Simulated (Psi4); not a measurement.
Psi4 1.11, unrestricted BP86/def2-svpd: 1,3-disilacyclobutane cation (C1[SiH2]C[SiH2]1), charge +1, multiplicity 2, 12 atoms. The geometry is a generated start, not checked to be a minimum at this level.

```
Quantity                             Result
--------------------------  ---------------
task                                 energy
method                                 bp86
basis                             def2-svpd
memory                                 3 GB
maxiter                                 100
keys of the molecule block      symmetry c1
scf_type                       df (default)
e_convergence               1e-06 (default)
d_convergence               1e-06 (default)
dft_radial_points              75 (default)
dft_spherical_points          302 (default)
basis functions                         152
grid points                          257608
```

```xyz
12

C      0.2625     0.3534     1.2529
Si     1.3465    -0.2460    -0.2141
C     -0.2682    -0.3921    -1.2401
Si    -1.3420     0.2780     0.2030
H      0.5139     1.3393     1.6357
H      0.2646    -0.3159     2.1103
H      2.2896     0.7588    -0.7139
H      2.0557    -1.5087     0.0134
H     -0.2912     0.2062    -2.1479
H     -0.5138    -1.4087    -1.5408
H     -1.9529     1.5848    -0.0565
H     -2.3647    -0.6491     0.6980
```

Charge 1 and multiplicity 2 are set for this test and not shown to be the ground state.

With the defaults (diis = true, scf_initial_accelerator = adiis, damping_percentage = 0, diis_max_vecs = 10, guess = auto, which took SAD, soscf = false, soscf_start_convergence = 0.01) it converges in 10 SCF iterations. One run each on 2 threads, with these changes:
- scf_initial_accelerator = none
- damping_percentage = 20
- diis_max_vecs = 20
- guess = modhuckel
- guess = sapgau
- soscf = true
- guess = huckel
- diis = false, scf_initial_accelerator = none, damping_percentage = 60
- soscf = true, soscf_start_convergence = 0.1

Question: Name the settings that don't reach the solution of the defaults.

Answer: No convergence: diis = false, scf_initial_accelerator = none, damping_percentage = 60 (the run ends without SCF convergence in 100 iterations). The rest reach the solution of the defaults.

```
setting                                                                SCF iterations  JK calls             end
---------------------------------------------------------------------  --------------  --------  --------------
soscf = true, soscf_start_convergence = 0.1                                         6        22   same solution
soscf = true                                                                        7        23   same solution
the defaults                                                                       10        11   same solution
diis_max_vecs = 20                                                                 10        11   same solution
scf_initial_accelerator = none                                                     10        11   same solution
guess = sapgau                                                                     10        10   same solution
guess = huckel                                                                     11        27   same solution
guess = modhuckel                                                                  11        27   same solution
damping_percentage = 20                                                            26        27   same solution
diis = false, scf_initial_accelerator = none, damping_percentage = 60             100       101  no convergence
```

An SOSCF iteration holds several JK calls; a Hückel guess adds calls on atoms.
